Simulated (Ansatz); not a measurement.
Electronic density of states of amorphous Ti$_{24}$Al$_{12}$C$_{12}$, density 3.96 g/cm³, on a 2×2×2 Γ-centred mesh with a Gaussian width of 0.1 eV; energies count from the Fermi level. Cell and mesh are small, so fine structure isn't converged. All values below come from PBE, scalar-relativistic without spin-orbit coupling (plane waves to 420 eV, PAW; Ansatz, a program for electronic structure). Sampling: a 2×2×2 Γ-centred mesh; Fermi-Dirac width 0.1 eV; no spin polarisation.

The cell was made by melting and quenching with the CHGNet potential and then relaxed with DFT. The hot cell started wider than the set density and was brought back towards it in steps. It is the lowest in DFT energy of 2 quenches. It is a model cell: composition and starting density were chosen by hand, and all elements were melted together. No dispersion term was used. Its density started from a set value of 4.00 and ended at 3.96 g/cm³. The quench (nominally 300 K/ps over its main leg) was far faster than any real one, so the model tends to hold more defects than a real film. Values belong to this one cell and scatter from quench to quench. Volume and shape were free in the relaxation. On a 2×2×2 Γ-centred mesh force components of up to 0.26 eV/Å stay, since the relaxation ran on one k-point at (1/4, 1/4, 1/4).

(E - EF (eV), states/(eV atom)): (-12.00, 0.00); (-11.90, 0.00); (-11.80, 0.00); (-11.70, 0.00); (-11.60, 0.03); (-11.50, 0.07); (-11.40, 0.08); (-11.30, 0.12); (-11.20, 0.15); (-11.10, 0.11); (-11.00, 0.15); (-10.90, 0.13); (-10.80, 0.10); (-10.70, 0.14); (-10.60, 0.21); (-10.50, 0.23); (-10.40, 0.19); (-10.30, 0.20); (-10.20, 0.33); (-10.10, 0.40); (-10.00, 0.37); (-9.90, 0.36); (-9.80, 0.43); (-9.70, 0.45); (-9.60, 0.35); (-9.50, 0.23); (-9.40, 0.13); (-9.30, 0.03); (-9.20, 0.00); (-9.10, 0.00); (-9.00, 0.01); (-8.90, 0.05); (-8.80, 0.10); (-8.70, 0.09); (-8.60, 0.10); (-8.50, 0.07); (-8.40, 0.07); (-8.30, 0.10); (-8.20, 0.04); (-8.10, 0.00); (-8.00, 0.00); (-7.90, 0.02); (-7.80, 0.06); (-7.70, 0.08); (-7.60, 0.04); (-7.50, 0.05); (-7.40, 0.12); (-7.30, 0.11); (-7.20, 0.03); (-7.10, 0.00); (-7.00, 0.02); (-6.90, 0.08); (-6.80, 0.16); (-6.70, 0.18); (-6.60, 0.09); (-6.50, 0.05); (-6.40, 0.08); (-6.30, 0.07); (-6.20, 0.05); (-6.10, 0.05); (-6.00, 0.04); (-5.90, 0.07); (-5.80, 0.15); (-5.70, 0.19); (-5.60, 0.17); (-5.50, 0.15); (-5.40, 0.20); (-5.30, 0.17); (-5.20, 0.19); (-5.10, 0.18); (-5.00, 0.25); (-4.90, 0.36); (-4.80, 0.40); (-4.70, 0.41); (-4.60, 0.42); (-4.50, 0.47); (-4.40, 0.55); (-4.30, 0.51); (-4.20, 0.43); (-4.10, 0.37); (-4.00, 0.42); (-3.90, 0.43); (-3.80, 0.47); (-3.70, 0.50); (-3.60, 0.54); (-3.50, 0.57); (-3.40, 0.62); (-3.30, 0.74); (-3.20, 0.68); (-3.10, 0.66); (-3.00, 0.65); (-2.90, 0.70); (-2.80, 0.75); (-2.70, 0.84); (-2.60, 0.78); (-2.50, 0.61); (-2.40, 0.69); (-2.30, 0.76); (-2.20, 0.67); (-2.10, 0.54); (-2.00, 0.49); (-1.90, 0.52); (-1.80, 0.57); (-1.70, 0.52); (-1.60, 0.45); (-1.50, 0.47); (-1.40, 0.52); (-1.30, 0.48); (-1.20, 0.42); (-1.10, 0.52); (-1.00, 0.57); (-0.90, 0.63); (-0.80, 0.72); (-0.70, 0.74); (-0.60, 0.75); (-0.50, 0.72); (-0.40, 0.73); (-0.30, 0.65); (-0.20, 0.68); (-0.10, 0.76); (0.00, 0.67); (0.10, 0.60); (0.20, 0.62); (0.30, 0.66); (0.40, 0.68); (0.50, 0.67); (0.60, 0.66); (0.70, 0.64); (0.80, 0.68); (0.90, 0.80); (1.00, 0.83); (1.10, 0.72); (1.20, 0.73); (1.30, 0.79); (1.40, 0.83); (1.50, 0.85)
